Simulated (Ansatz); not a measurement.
Worked example: self-consistent single point of WC (P-6m2, 2 atoms in the cell) in Ansatz (a quantum-chemistry and plane-wave program)

Method: PBE (plane waves, PAW; Ansatz).

The input file:

Ansatz 0.2 input:
```yaml
# WC
crystal:
  lattice:
    - [2.844259, 0.000000, 0.000000]
    - [-1.422129, 2.463200, 0.000000]
    - [0.000000, 0.000000, 2.769022]
  atoms:
    - { symbol: W, position: [0.000000, 0.000000, 0.000000] }
    - { symbol: C, position: [0.666667, 0.333333, 0.500000] }
basis:
  ecutwfc: 420.0 eV
kpoints:
  mp_grid: { grid: [9, 9, 8] }
hamiltonian:
  xc: pbe
  pseudopotentials: { kind: paw }
scf:
  occupations: { method: fermi_dirac, width: 0.1 eV }
output:
  forces: true
  eigenvalues: true
  stress: true
```

Log, with long lists cut:

```
WARN the atoms were moved onto the symmetric positions of the space group found under crystal.symmetry.tolerance 1.0e-5 (fractional …
Pseudopotentials: kind: paw
Pseudopotential: W, paw, valence charge 14
Pseudopotential: C, paw, valence charge 4
Crystal: 2 atoms, lattice volume = 19.400 Å³
Basis set: ecut = 420 eV, 405 PW (Γ), exchange–correlation on 40×40×40 points (8 copies of the dense FFT grid, shifted against one another)
Bands: 13, of which v1, the nominal top of the filled ones, is band 9 counted from 1 (8 counted from 0)
Symmetry: 12 space group operations
Space group: P-6m2 (ITA 187), of the structure as read, at distance tolerance 2.7e-5 Å
k-points: 60 of 648 (time reversal used)
Initial density: superposition of atomic densities (neutral atoms: chi_scale 0, normalization atom), corrected by the library's trained network
Initial wavefunctions: pseudopotential atomic-orbital guess
Eigensolver: davidson
Functional: x = pbe(κ = 0.804, μ = 0.2195149727645171), c = pbe(β = 0.06672455060314922)
SCF iter   1: F=—  HF=-10635.881541 eV  |F-HF|=—  |Δ(HF+E_count)|=         —  Δρ=7.68e-3  dr2=3.16e-3  ethr=1.77e-3  ⟨swp⟩=5.1  Hψ=3873  notcnv=0
all-band conjugate gradients solve this SCF's bands
preconditioner: auto → none
SCF iter   2: F=—  HF=-10635.883682 eV  |F-HF|=—  |Δ(HF+E_count)|=   2.14e-3  Δρ=4.46e-3  dr2=1.18e-3  ethr=1.75e-5  ⟨swp⟩=2.0  Hψ=1454  notcnv=0
SCF iter   3: F=—  HF=-10635.884566 eV  |F-HF|=—  |Δ(HF+E_count)|=   8.84e-4  Δρ=4.38e-4  dr2=2.59e-5  ethr=6.53e-6  ⟨swp⟩=2.7  Hψ=1246  notcnv=0
SCF iter   4: F=—  HF=-10635.884561 eV  |F-HF|=—  |Δ(HF+E_count)|=   4.72e-6  Δρ=1.47e-4  dr2=1.88e-6  ethr=1.44e-7  ⟨swp⟩=2.9  Hψ=1357  notcnv=0
SCF iter   5: F=—  HF=-10635.884562 eV  |F-HF|=—  |Δ(HF+E_count)|=   3.03e-7  Δρ=2.79e-5  dr2=1.17e-7  ethr=1.04e-8  ⟨swp⟩=2.0  Hψ=1274  notcnv=0
SCF iter   6: F=-10635.884561 eV  HF=-10635.884561 eV  |F-HF|=4.18e-9  |Δ(HF+E_count)|=   4.81e-8  Δρ=6.38e-6  dr2=6.21e-9  ethr=5.56e-10  ⟨swp⟩=4.5  Hψ=2889  notcnv=0
SCF 1 converged in 6 iterations: F = -10635.884561 eV  dr2 = 6.21e-9
SCF converged after 6 iterations
Free energy (F): -10635.884561 eV
Harris-Foulkes:  -10635.884561 eV  (|F-HF|=4.18e-9)
Internal energy: -10635.874394 eV  (E = F + TS)
E sigma→0 (E₀):  -10635.879478 eV
Entropy (-TS):   -0.010168 eV (-5.084 meV/atom)
Fermi energy:    22.278852 eV
--- Per-component energies (eV) ---
  E_band       = -30.648697
  E_kinetic    = 548.628918
  E_local      = -616.020076  (includes V_loc(G=0)·N_el)
  E_nonlocal   = 26.111502
  E_hartree    = 222.727427
  E_xc         = -318.597102
  E_vxc        = -303.129624  (∫ρ·V_xc dr)
  E_paw        = -8661.723889  (= ΣΔE_a)
  E_vpaw       = -131.692262  (= ΣTr[D̂ρ^β])
  E_aug_tail   = -0.000076  (compensation charges beyond the density's cutoff)
  E_ewald      = -1837.001098
  E_smearing   = -0.010168  (= −TS)
  E_closure    = -0.000000  (closes the sum)
  Σ components = -10635.884561   (vs F -10635.884561, Δ=0.00e0)
--- Forces (eV/Å), atoms counted from 1 ---
  atom   1  W      0.00000000     0.00000000     0.00000000
  atom   2  C     -0.00000000     0.00000000     0.00000000
  max |Σ_I F_I| component: 4.63e-16 eV/Å
--- Stress (GPa, compression-positive) ---
       35.720772       0.000000       0.000000
        0.000000      35.720772       0.000000
        0.000000       0.000000      41.122121
  P = ⅓ Tr σ = 37.5212 GPa (375.212 kbar)
  The stress holds the Pulay correction. Without it, at fixed plane waves, as pw.x and ABINIT print it: P = 37.1605 GPa
--- Band table (eV; the first three rows and the last of 60) ---
  k-point 0: bands = ["-51.5609", "-15.5715", "-15.4442", "-15.4442", "7.2607", "17.5204", "18.5790", "18.5790", "22.3565", "25.7975", "25.7975", "28.2387", "28.2387"]
  k-point 1: bands = ["-51.5525", "-15.7198", "-15.4313", "-15.4313", "7.6770", "17.3497", "18.7638", "18.7638", "22.3623", "24.5614", "24.5614", "28.8448", "28.8448"]
  k-point 2: bands = ["-51.5324", "-16.0651", "-15.4001", "-15.4001", "8.8069", "16.3554", "19.2548", "19.2548", "22.8862", "22.8862", "23.2414", "28.5723", "28.5723"]
  k-point 59: bands = ["-51.4162", "-16.2725", "-16.0676", "-15.9972", "10.8411", "14.4009", "16.5637", "20.6775", "21.5546", "27.0623", "29.3590", "30.5504", "32.2359"]
```

The run converged in 6 iterations.

The starting cell comes from a database of computed structures (which also holds hypothetical and non-ambient phases and stackings), without a prior relaxation at this level. Its lattice was rescaled by a random factor within 2.5 % of one. Spin-orbit coupling is off. Spin polarisation is off. With a pressure of about 38 GPa the cell is away from its equilibrium volume at this level. Ansatz's pressure includes its estimate of the finite-basis (Pulay) stress.
